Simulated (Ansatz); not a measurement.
Results of r²SCAN-D4 in Ansatz (plane waves, PAW) for TiO₂ (Pbca, No. 61).

Run with plane-wave cutoff 500 eV, 8×6×8 k mesh (along the axes of the cell as run), gaussian smearing 0.02 eV, no spin polarisation, scalar-relativistic PAW data made under PBE.

Computed at the level's own relaxed cell.

Task: What does this level give for the equilibrium volume per atom and band gap?

Result: 
equilibrium volume per atom: 10.65 Å³/atom
band gap: 2.74 eV (on the SCF k mesh)

Measured, for comparison: band gap 3.26 eV (temperature not stated, not corrected to a static lattice; as tabulated in Wikipedia's data pages). Computed (rounded) less measured: band gap -0.52 eV.

Note: the relaxation could not lower the start's symmetry, so the cell can be a saddle point above a distorted one.

The computed numbers hold no vibrational or temperature effects.

Ansatz is a quantum-chemistry and plane-wave program.
